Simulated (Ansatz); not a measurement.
Phonon-limited transport in TiC (Fm-3m)

Consider the following.

```
CELL_PARAMETERS angstrom
      0.00000     2.13038     2.13038
      2.13038     0.00000     2.13038
      2.13038     2.13038     0.00000
ATOMIC_POSITIONS crystal
  Ti 0.00000 0.00000 0.00000
  C  0.50000 0.50000 0.50000
```

These are LDA, DFPT electron-phonon coupling, linearised Boltzmann equation (plane waves, PAW, scalar-relativistic; Ansatz, a program for electronic structure) values and carry that method's errors. Condition of this run: functional LDA. Cell: relaxed with this functional, without spin-orbit coupling.

- resistivity at 300 K = 12.1 μΩ·cm
- resistivity at 77 K = 0.30 μΩ·cm
- electron-phonon coupling λ = 0.195
- transport coupling λ_tr = 0.21
- logarithmic mean phonon energy = 51 meV
- density of states at the Fermi level = 0.143 states/(eV·spin·cell)
- Drude plasma energy = 3.6 eV
- Tc for μ* = 0.10 (anisotropic Eliashberg) = below 1 K
- Tc for μ* = 0.13 (anisotropic Eliashberg) = below 1 K

A metal at this level (no band gap). Only scattering by harmonic phonons is included (no impurities, grain boundaries, electron-electron scattering or thermal expansion). Spin-orbit coupling is left out. Halving the electron mesh (32x32x32) moves the resistivity by up to 4 % at 300 K, the coupling by up to 3 %. Smearing 0.20 eV; phonons on a 6x6x6 q mesh, which this run doesn't test and which matters most at low temperature. Tc comes from the anisotropic Migdal-Eliashberg equations with μ*, a chosen number, referred to 60 meV.
